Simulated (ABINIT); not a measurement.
A self-consistent single point of CaS (Fm-3m, 2 atoms in the cell) with ABINIT.

Method: PBE, norm-conserving pseudopotentials (PseudoDojo nc-sr-05 PBE standard) (plane waves; ABINIT).

The change in words: lattice scaled by 0.98. Reference geometry:
```xyz
2
Lattice="0.0000 2.8450 2.8450 2.8450 0.0000 2.8450 2.8450 2.8450 0.0000" Properties=species:S:1:pos:R:3 pbc="T T T"
Ca     0.0000     0.0000     0.0000
S      2.8450     2.8450     2.8450
```

Reference input (self-consistent single point, DFT, PBE, plane waves, norm-conserving pseudopotentials (PseudoDojo nc-sr-05 PBE standard)): pseudos = [Ca.upf, S.upf]; ecut = 34 Ha; ixc = 11; occopt = 3; tsmear = 0.00073499 Ha; ngkpt = 10 10 10; nshiftk = 1; shiftk = 0 0 0; potentials = PseudoDojo nc-sr-05 PBE standard; nband = 13; kptopt = 1; nstep = 80. This run's input differs from it in these lines:

```diff
@@ -3,3 +3,3 @@
 pseudos "Ca.upf, S.upf"
-acell 4.0234375850 4.0234375850 4.0234375850 Angstrom
+acell 3.9429688333 3.9429688333 3.9429688333 Angstrom
 rprim
@@ -14,3 +14,3 @@
          0.0000000000    0.0000000000    0.0000000000
-         2.8450000000    2.8450000000    2.8450000000
+         2.7881000000    2.7881000000    2.7881000000
       Angstrom
```

Output (repeated stretches shortened):

```
--- !BeginCycle
solver: {iscf: 7, nstep: 80, nline: 4, wfoptalg: 0, }
tolerances: {tolvrs: 1.00E-10, }
...

     iter   Etot(hartree)      deltaE(h)  residm     vres2
 ETOT  1  -49.843507587598    -4.984E+01 6.835E-02 8.427E+01
 ETOT  2  -49.870551666366    -2.704E-02 2.736E-02 2.266E+01
 ETOT  3  -49.873750542049    -3.199E-03 8.786E-03 9.820E-02
 ETOT  4  -49.873764927794    -1.439E-05 6.653E-03 1.863E-03
 ETOT  5  -49.873765260849    -3.331E-07 5.483E-03 3.632E-04
 ETOT  6  -49.873765296942    -3.609E-08 1.649E-03 8.145E-06
 ETOT  7  -49.873765297677    -7.347E-10 1.793E-03 3.379E-07
 ETOT  8  -49.873765297712    -3.528E-11 6.538E-04 1.311E-09
 ETOT  9  -49.873765297712    -2.416E-13 1.141E-03 8.610E-12
 At SCF step    9       vres2   =  8.61E-12 < tolvrs=  1.00E-10 =>converged.

 Cartesian components of stress tensor (hartree/bohr^3)
  sigma(1 1)= -1.58763716E-04  sigma(3 2)=  0.00000000E+00
  sigma(2 2)= -1.58763716E-04  sigma(3 1)=  0.00000000E+00
  sigma(3 3)= -1.58763716E-04  sigma(2 1)=  0.00000000E+00

 ----iterations are completed or convergence reached----

 reduced coordinates (array xred) for    2 atoms
       0.000000000000      0.000000000000      0.000000000000
       0.500000000000      0.500000000000      0.500000000000
 cartesian forces (eV/Angstrom) at end:
    1     -0.00000000000000    -0.00000000000000    -0.00000000000000
    2     -0.00000000000000    -0.00000000000000    -0.00000000000000
 frms,max,avg= 0.0000000E+00 0.0000000E+00   0.000E+00  0.000E+00  0.000E+00 e/A
   [... lines left out ...]
 Fermi (or HOMO) energy (hartree) =   0.23631   Average Vxc (hartree)=  -0.35582
   [... lines left out ...]
total_energy        : -4.98737652977123E+01
total_energy_eV     : -1.35713417205960E+03
band_energy         : -5.65666174410651E+00
...

-Cartesian components of stress tensor (GPa)         [Pressure=  4.6710E+00 GPa]
- sigma(1 1)= -4.67098900E+00  sigma(3 2)=  0.00000000E+00
- sigma(2 2)= -4.67098900E+00  sigma(3 1)=  0.00000000E+00
- sigma(3 3)= -4.67098900E+00  sigma(2 1)=  0.00000000E+00

 Calculation completed.
```

The run converged in 9 iterations. Against the reference run the free energy rises by 21.5 meV/atom, the pressure goes from 0.59 to 4.67 GPa and the gap on the mesh goes from 2.359 to 2.210 eV.

The starting cell has typed, rounded lattice constants, without a prior relaxation at this level. For this run, on top of that: lattice scaled by 0.98. With a pressure of about 5 GPa the cell is away from its equilibrium volume at this level.

Cost on one core of a shared machine: roughly 60 s.
